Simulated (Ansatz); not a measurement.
Take AlRu in the CsCl type structure (space group Pm-3m, No. 221; a = 2.977 Å; relaxed with 0.1 eV smearing) as the base. Axes: x, y, z lie along the cube axes.

Method: plane-wave PAW DFT at the PBEsol level (Ansatz, a quantum-chemistry and plane-wave program, 420 eV), no SOC.

Base values:

| Item | Result |
|---|---|
| Shortest interatomic distance | 2.578 Å |
| Pressure | 0.0 GPa |

It is then changed as follows: tensile biaxial strain of 2.08 % in the plane normal to [111], as in epitaxy on a mismatched substrate; the out-of-plane cell vector and the atoms relax.

Question: Estimate the effect on the shortest interatomic distance.

Answer: The shortest interatomic distance falls by 0.031 Å, from 2.578 Å to 2.547 Å.

Question: How does this affect the pressure?

Answer: The pressure (mean of the normal stresses, compression positive) goes from zero to -5.8 GPa.

Question: Estimate the effect on the out-of-plane strain.

Answer: The out-of-plane strain amounts to -1.19 %.

No phonon test of stability was made. All final runs are without spin polarisation.
